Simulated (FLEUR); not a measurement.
**Input and output of a self-consistent single point for VN (Fm-3m, 2 atoms in the cell) (FLEUR)**

Computed with LDA (Perdew-Zunger), all-electron FLAPW (FLEUR), scalar-relativistic valence in FLEUR.

Input:

Input of the input generator:

```
VN
&input film=f /
-0.0000000000 0.7071067812 0.7071067812
0.7071067812 -0.0000000000 0.7071067812
0.7071067812 0.7071067812 -0.0000000000
5.6127561358
1.0 1.0 1.0

2
23 0.0000000000 0.0000000000 0.0000000000
7 0.5000000000 0.5000000000 0.5000000000

&comp jspins=1 /
&exco xctyp='pz' /
&kpt div1=13 div2=13 div3=13 /
&end /
```

```xml
<?xml version="1.0" encoding="UTF-8" standalone="no"?>
<fleurInput fleurInputVersion="0.39">
   <comment>
      VN                                                                                                  
   </comment>
   <calculationSetup>
      <cutoffs Kmax="4.5" Gmax="18.0" GmaxXC="18.0" numbands="0"/>
      <scfLoop itmax="80" minDistance="0.00001" maxIterBroyd="99" imix="Anderson" alpha="0.05" precondParam="0.0" spinf="2.0"/>
      <coreElectrons ctail="T" frcor="F" kcrel="0" coretail_lmax="0"/>
      <xcFunctional name="pz" relativisticCorrections="F"/>
      <magnetism jspins="1"/>
      <soc l_soc="F" theta="0.0" phi="0.0" spav="F"/>
      <expertModes spex="0" secvar="F"/>
      <geometryOptimization l_f="T" forcealpha="1.0" forcemix="BFGS" epsdisp="0.00001" epsforce="0.00001"/>
      <ldaU l_linMix="F" mixParam="0.05" spinf="1.0"/>
   </calculationSetup>
   <cell>
      <bzIntegration valenceElectrons="18.0" mode="gauss" fermiSmearingEnergy="0.00499791">
         <kPointListSelection listName="default-1"/>
         <!-- k-points included here -->
         <xi:include xmlns:xi="http://www.w3.org/2001/XInclude" href="kpts.xml"> </xi:include>
      </bzIntegration>
      <!-- symmetry operations included here -->
      <xi:include xmlns:xi="http://www.w3.org/2001/XInclude" href="sym.xml"> </xi:include>
      <bulkLattice scale="1.0">
         <bravaisMatrix>
            <row-1>    0.0000000000000000     3.9688179248460882     3.9688179248460882</row-1>
            <row-2>    3.9688179248460882     0.0000000000000000     3.9688179248460882</row-2>
            <row-3>    3.9688179248460882     3.9688179248460882     0.0000000000000000</row-3>
         </bravaisMatrix>
      </bulkLattice>
   </cell>
   <atomSpecies>
      <species name="Vanadium (V)" element="V" atomicNumber="23">
         <mtSphere radius="2.37" gridPoints="817" logIncrement="0.015"/>
         <atomicCutoffs lmax="10" lnonsphr="8"/>
         <electronConfig flipSpins="F">
            <coreConfig>(1s1/2) (2s1/2) (2p1/2) (2p3/2)</coreConfig>
            <valenceConfig>(3s1/2) (3p1/2) (3p3/2) (4s1/2) (3d3/2) (3d5/2)</valenceConfig>
            <stateOccupation state="(3d3/2)" spinUp="0.6" spinDown="0.6"/>
            <stateOccupation state="(3d5/2)" spinUp="0.9" spinDown="0.9"/>
         </electronConfig>
         <energyParameters s="4" p="4" d="3" f="4"/>
         <lo type="SCLO" l="0" n="3" eDeriv="0"/>
         <lo type="SCLO" l="1" n="3" eDeriv="0"/>
      </species>
      <species name="Nitrogen (N)" element="N" atomicNumber="7">
         <mtSphere radius="1.34" gridPoints="463" logIncrement="0.022"/>
         <atomicCutoffs lmax="6" lnonsphr="4"/>
         <electronConfig flipSpins="F">
            <coreConfig>(1s1/2)</coreConfig>
            <valenceConfig>(2s1/2) (2p1/2) (2p3/2)</valenceConfig>
            <stateOccupation state="(2p1/2)" spinUp="0.5" spinDown="0.5"/>
            <stateOccupation state="(2p3/2)" spinUp="1.0" spinDown="1.0"/>
         </electronConfig>
         <energyParameters s="2" p="2" d="3" f="4"/>
      </species>
   </atomSpecies>
   <atomGroups>
      <atomGroup species="Vanadium (V)">
         <relPos label="                   1">.0000000000 .0000000000 .0000000000</relPos>
         <force calculate="T" relaxXYZ="TTT"/>
      </atomGroup>
      <atomGroup species="Nitrogen (N)">
         <relPos label="                   2">1.000/2.000 1.000/2.000 1.000/2.000</relPos>
         <force calculate="T" relaxXYZ="TTT"/>
      </atomGroup>
   </atomGroups>
   <output dos="F" band="F" slice="F">
      <checks vchk="F" cdinf="F"/>
      <bandDOS minEnergy="-.5*Htr" maxEnergy="0.5*Htr" sigma="0.015" storeEVData="T"/>
      <vacuumDOS vacdos="F" integ="F" star="F" nstars="0" locx1="0.0" locy1="0.0" locx2="0.0" locy2="0.0" nstm="0" tworkf="0.0"/>
      <unfoldingBand unfoldBand="F" supercellX="1" supercellY="1" supercellZ="1"/>
      <plotting iplot="0" polar="F">
         <plot TwoD="T" vec1="  1.0  0.0  0.0" vec2="  0.0  1.0  0.0" vec3="  0.0  0.0  1.0" zero="  0.0  0.0  0.0" file="plot"/>
      </plotting>
      <chargeDensitySlicing numkpt="0" minEigenval="0.0" maxEigenval="0.0" nnne="0" pallst="F"/>
      <specialOutput eonly="F"/>
      <magneticCircularDichroism mcd="F" energyLo="-10.0" energyUp="0.0"/>
   </output>
  <!-- We include the file relax.xml here to enable relaxations (see documentation) -->
  <xi:include xmlns:xi="http://www.w3.org/2001/XInclude" href="relax.xml"> <xi:fallback/> </xi:include>
</fleurInput>
```

Output, abridged:

```
      Welcome to FLEUR        (www.flapw.de)
      MaX-Release 8.1          (www.max-centre.eu)

 ========== k-point set info ==========
 Selected k-point list: default-1
 k-point list type: mesh
 13 x 13 x 13
 Number of k points: 84

 ------------Calculation Setup---------------------------
           1           2           3           4           6           7          12          14          21          28          42          84
 Number of basis functions:          212
 Iteration:     1   Distance:      32.49654407 me/bohr^3
 Iteration:     2   Distance:      26.22246150 me/bohr^3
 Iteration:     3   Distance:      10.13744016 me/bohr^3
 Iteration:     4   Distance:      16.42874073 me/bohr^3
 Iteration:     5   Distance:       3.79969865 me/bohr^3
 Iteration:     6   Distance:       1.64624344 me/bohr^3
   [... 3 lines left out ...]
 Iteration:    10   Distance:       0.00998844 me/bohr^3
 Iteration:    11   Distance:       0.01086766 me/bohr^3
 Iteration:    12   Distance:       0.00019892 me/bohr^3
 Iteration:    13   Distance:       0.00025474 me/bohr^3
 Iteration:    14   Distance:       0.00000655 me/bohr^3
 Run finished successfully
 Stop message:
   Structural relaxation: Done

[file out, last iteration]
             iter=     15
          p o t e n t i a l   g e n e r a t o r
[...]
          integral of pseudo charge density inside the slab=        0.000000   0.000000
     coulomb potential in the interstitial region:
          density-coulomb potential integrals
          total density-coulomb potenti    -1519.8852107619
          density-effective potential integrals for spin  1
          total density-effective poten   -1.5859444865E+03
          charge density-energy density integrals
          total charge density-energy d   -4.9952633152E+01
 Updated energy parameters for spin:           1
  Atom    1 4s branch from -1.87 to  2.21 htr. ; e_l =  0.2869
  Atom    1 4p branch from -0.90 to  2.72 htr. ; e_l =  0.4018
  Atom    1 3d branch from -9.99 to  0.64 htr. ; e_l =  0.4165
  Atom    1 4f branch from -9.99 to  3.30 htr. ; e_l =  0.6934
  Atom    1 3s branch from-21.43 to -1.87 htr. ; e_l(l -1.8939
  Atom    1 3p branch from-17.81 to -0.90 htr. ; e_l(l -0.9452
  Atom    2 2s branch from-13.29 to  2.00 htr. ; e_l = -0.2657
  Atom    2 2p branch from -9.99 to  1.92 htr. ; e_l =  0.0100
  Atom    2 3d branch from -9.99 to  6.87 htr. ; e_l =  0.2332
  Atom    2 4f branch from -9.99 to 11.71 htr. ; e_l =  0.3931
[...]
 fermi energy and band-weighting factors:
at   0.46154   0.46154   0.46154   k-weight:    0.003641
   15 eigenvalues :
   -1.894007   -0.954821   -0.941409   -0.941409   -0.061593    0.176803    0.274945    0.274945
    0.502847    0.502847    0.531089    0.654416    0.654416    0.710753    0.979137
   [... 2 blocks of this kind left out ...]

[...]
FERMIE:
          first approx. to ef    (T=0)  :   0.483703 htr   (energy of the highest occ. eigenvalue)
          number of occ. states  (T=0)  :        770
          first approx. to seigv (T=0)  :  -7.052366 htr
          sum of weights of occ. states :   9.006372
          sum of semicore charge        :   0.000000 e
          fermi energy=   0.48408 har   work function= -13.17250 ev
          number of valence electrons=  18.00000
   [... lines left out ...]
          total moment                 =     0.00000
 Direct bandgap for spin            1 :    9.4177768919206928E-003  Htr
   [... lines left out ...]
          0.00002430  electrons lost from core.
          total charge for spin  1=   30.000000
          interst. charge =       3.206055
          mt charge=             21.758077    5.035869
          total charge  =   30.000000
          zc=    30.000000     qfix=    1.000000
     t o t a l  e n e r g y
          sum of eigenvalues =              -575.2765687170
          density-coulomb potential int    -1519.8852107619
          density-effective potential i    -1585.9444865305
          charge density-ex.-corr.energ      -49.9526331523
          el.-nucl. inter. diff. m.t.       1125.8706498761
          Madelung term for atom type:       -10.5694218492
          el.-nucl. inter. diff. m.t.         60.5107511539
          Madelung term for atom type:        -5.7015624362
 ---->    total energy=                    -1001.8797060351 htr
 ---->    (input%tkb*entropy) TS=              0.0000000000 htr
 ---->    free energy=                     -1001.8797060351 htr
      extrapolation for T->0
 ---->    total electron energy=           -1001.8797060351 htr
 ***** TOTAL FORCES ON ATOMS *****
 TOTAL FORCE FOR ATOM TYPE=  1  X=  0.000   Y=  0.000   Z=  0.000
                       FX_TOT= 0.000000 FY_TOT= 0.000000 FZ_TOT= 0.000000
 TOTAL FORCE FOR ATOM TYPE=  2  X=  3.969   Y=  3.969   Z=  3.969
                       FX_TOT= 0.000000 FY_TOT= 0.000000 FZ_TOT= 0.000000
 Structural relaxation: Done
```

The run converged in 14 iterations. FLEUR gives forces in its relaxation mode, with a further iteration, so its stop message speaks of a relaxation.

The starting cell comes from a database of computed structures (which also holds hypothetical and non-ambient phases and stackings), without a prior relaxation at this level. Its lattice was rescaled by a random factor within 2.5 % of one. Spin polarisation is off, so a magnetic state, if there is one, cannot be reached. Values depend on the basis (sphere radii, cutoffs, local orbitals), which need not be converged. The log's line on a gap gives a spacing of levels on this mesh, which the program prints for metals too.
